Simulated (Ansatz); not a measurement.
CdSe: pressure series

The parent structure is CdSe in the zinc blende structure (space group F-43m, No. 216; a = 6.0075 Å).

Cell and atoms are relaxed at each pressure.

Method: Kohn–Sham DFT with the LDA functional, run in Ansatz (a quantum-chemistry and plane-wave program) with PAW and 420 eV plane waves, no spin-orbit coupling.

Notes on the quantities. hole mass: degenerate bands, along [100].

| change | lattice parameter a | electron mass | hole mass |
|---|---|---|---|
| base | 6.007 Å | 0.041 mₑ (at Γ) | 0.042, 0.62, 0.62 mₑ (at Γ) |
| pressure −2 GPa | 6.084 Å | 0.035 mₑ (at Γ) | 0.035, 0.66, 0.66 mₑ (at Γ) |
| pressure −1 GPa | … | 0.038 mₑ (at Γ) | 0.039, 0.64, 0.64 mₑ (at Γ) |
| pressure 0.9 GPa | 5.978 Å | 0.043 mₑ (at Γ) | 0.044, 0.61, 0.61 mₑ (at Γ) |
| pressure 2.1 GPa | 5.941 Å | 0.046 mₑ (at Γ) | 0.047, 0.59, 0.59 mₑ (at Γ) |
| pressure 4.5 GPa | 5.876 Å | 0.051 mₑ (at Γ) | 0.052, 0.57, 0.57 mₑ (at Γ) |
| pressure 9 GPa | 5.776 Å | 0.058 mₑ (at Γ) | 0.059, 0.53, 0.53 mₑ (at Γ) |
| pressure 15 GPa | 5.672 Å | 0.065 mₑ (at Γ) | 0.067, 0.49, 0.49 mₑ (at Γ) |
| pressure 22.5 GPa | 5.569 Å | 0.071 mₑ (at Γ) | … |
| pressure 30 GPa | … | 0.075 mₑ (at Γ) | 0.079, 0.44, 0.44 mₑ (at Γ) |

Task: Complete the table.

Result: 
- pressure −1 GPa, lattice parameter a: 6.044 Å
- pressure 22.5 GPa, hole mass: 0.073, 0.45, 0.45 mₑ (at Γ)
- pressure 30 GPa, lattice parameter a: 5.485 Å

The levels and masses belong to the bands next to the band gap. Load acts through the strain it causes; cell and atoms are relaxed under it. Masses are band curvatures over ±0.01 Å⁻¹ around the edge. No phonon test of stability was made. Tetrahedral semiconductors of this kind turn to denser phases somewhere between about 1 and 50 GPa; those were not computed, so compressed cells here can lie past the real transition.
